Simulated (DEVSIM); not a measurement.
System: illuminated Si n-on-p cell, one wavelength, with a back-surface field, at 350 K.

Layer 1 from the left is Si, thickness (μm) 0.660, Nd (cm⁻³) 3.3e18, τn (s) 9.8e-6, τp (s) 2.4e-6, absorption coefficient (cm⁻¹) 11000. Layer 2 from the left is Si, thickness (μm) 130, Na (cm⁻³) 1.1e17, τn (s) 1.1e-5, τp (s) 1.1e-5, absorption coefficient (cm⁻¹) 11000. Layer 3 from the left is Si, thickness (μm) 1.70, Na (cm⁻³) 2.3e18, τn (s) 1.1e-5, τp (s) 1.1e-5, absorption coefficient (cm⁻¹) 11000.

Left contact: ohmic, minority hole recombination velocity 4000 cm/s. Right contact: ohmic, minority electron recombination velocity 20 cm/s. Voltage is applied to the left contact. Recombination: SRH at mid-gap, radiative, Auger. Light enters at the left, 2.9e17 photons cm⁻² s⁻¹, one pass, no reflection. Mobility is μmin + (μ − μmin)/(1 + (N/Nref)^α).

The device is made up for the run: typed textbook-type constants, with dimensions and the other settings drawn at random. Values at 300 K; Nc and Nv go as T^1.5, mobilities as T to minus their exponent, the gap by Varshni's rule with the affinity fixed.

Si: gap (eV) 1.124, affinity (eV) 4.05, permittivity 11.7, Nc (cm⁻³) 2.86e19, Nv (cm⁻³) 3.1e19, μn (cm²/Vs) 1417, μp (cm²/Vs) 470, μn,min 52, μp,min 45, Nref,n 9.7e16, Nref,p 2.2e17, αn 0.68, αp 0.72, T exponent of μn 2.3, T exponent of μp 2.2, B (cm³/s) 4.7e-15, Cn (cm⁶/s) 2.8e-31, Cp (cm⁶/s) 9.9e-32, Varshni α (eV/K) 0.000473, Varshni β (K) 636.

DEVSIM, 1D drift-diffusion, Boltzmann statistics, complete ionisation; no tunnelling, impact ionisation, image-force lowering or self-heating.

**Question.** What does the simulation give for the open-circuit voltage, the dark forward voltage at 100 A/cm², the short-circuit current?

**Answer.** open-circuit voltage 0.578 V; dark forward voltage at 100 A/cm² 0.875 V; short-circuit current 45.0 mA/cm².
